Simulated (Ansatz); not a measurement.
Data:

End structure of the (010) surface of MnP-type NiSi in its 1x1 cell (cut with top plane 2 Ni + 2 Si, bottom plane 2 Ni + 2 Si), outermost plane spacing 1.68 Å in the ideal cut:

```yaml
crystal:
  lattice:
    - [5.17513, 0.00000, 0.00000]
    - [0.00000, 5.61828, 0.00000]
    - [0.00000, 0.00000, 33.00000]
  atoms:
    - { symbol: Ni, position: [0.01286, 0.81089, 0.24962] }
    - { symbol: Ni, position: [0.51286, 0.68911, 0.24962] }
    - { symbol: Si, position: [0.17498, 0.43081, 0.24734] }
    - { symbol: Si, position: [0.67498, 0.06919, 0.24734] }
    - { symbol: Ni, position: [0.49261, 0.30913, 0.29666] }
    - { symbol: Ni, position: [0.99261, 0.19087, 0.29666] }
    - { symbol: Si, position: [0.31786, 0.91669, 0.29638] }
    - { symbol: Si, position: [0.81786, 0.58331, 0.29638] }
    - { symbol: Ni, position: [0.00851, 0.81175, 0.34800] }
    - { symbol: Ni, position: [0.50851, 0.68825, 0.34800] }
    - { symbol: Si, position: [0.17947, 0.41742, 0.34711] }
    - { symbol: Si, position: [0.67947, 0.08258, 0.34711] }
    - { symbol: Ni, position: [0.49131, 0.31118, 0.39830] }
    - { symbol: Ni, position: [0.99131, 0.18882, 0.39830] }
    - { symbol: Si, position: [0.32137, 0.91797, 0.39830] }
    - { symbol: Si, position: [0.82137, 0.58203, 0.39830] }
    - { symbol: Ni, position: [0.00844, 0.81168, 0.44902] }
    - { symbol: Ni, position: [0.50844, 0.68832, 0.44902] }
    - { symbol: Si, position: [0.17936, 0.41668, 0.44911] }
    - { symbol: Si, position: [0.67936, 0.08332, 0.44911] }
    - { symbol: Ni, position: [0.49265, 0.31167, 0.50000] }
    - { symbol: Ni, position: [0.99265, 0.18833, 0.50000] }
    - { symbol: Si, position: [0.32110, 0.91620, 0.50000] }
    - { symbol: Si, position: [0.82110, 0.58380, 0.50000] }
    - { symbol: Ni, position: [0.00844, 0.81168, 0.55098] }
    - { symbol: Ni, position: [0.50844, 0.68832, 0.55098] }
    - { symbol: Si, position: [0.17936, 0.41668, 0.55089] }
    - { symbol: Si, position: [0.67936, 0.08332, 0.55089] }
    - { symbol: Ni, position: [0.49131, 0.31118, 0.60170] }
    - { symbol: Ni, position: [0.99131, 0.18882, 0.60170] }
    - { symbol: Si, position: [0.32137, 0.91797, 0.60170] }
    - { symbol: Si, position: [0.82137, 0.58203, 0.60170] }
    - { symbol: Ni, position: [0.00851, 0.81175, 0.65200] }
    - { symbol: Ni, position: [0.50851, 0.68825, 0.65200] }
    - { symbol: Si, position: [0.17947, 0.41742, 0.65289] }
    - { symbol: Si, position: [0.67947, 0.08258, 0.65289] }
    - { symbol: Ni, position: [0.49261, 0.30913, 0.70334] }
    - { symbol: Ni, position: [0.99261, 0.19087, 0.70334] }
    - { symbol: Si, position: [0.31786, 0.91669, 0.70362] }
    - { symbol: Si, position: [0.81786, 0.58331, 0.70362] }
    - { symbol: Ni, position: [0.01286, 0.81089, 0.75038] }
    - { symbol: Ni, position: [0.51286, 0.68911, 0.75038] }
    - { symbol: Si, position: [0.17498, 0.43081, 0.75266] }
    - { symbol: Si, position: [0.67498, 0.06919, 0.75266] }
```

Model: 44-atom slab, Ni22Si22, 16.8 Å thick at the start, 7x7x1 mesh, Fermi-Dirac 0.1 eV, dipole correction, all atoms relaxed; symmetry of the start imposed; no spin (magnetic order not tried), no spin-orbit, no U.

Problem. Predict the surface energy (mean of both faces) from PBE run with Ansatz (a program for electronic structure).

Solution. 114 meV/Å²

Problem. Predict the work function of the top face from PBE.

Solution. 4.77 eV
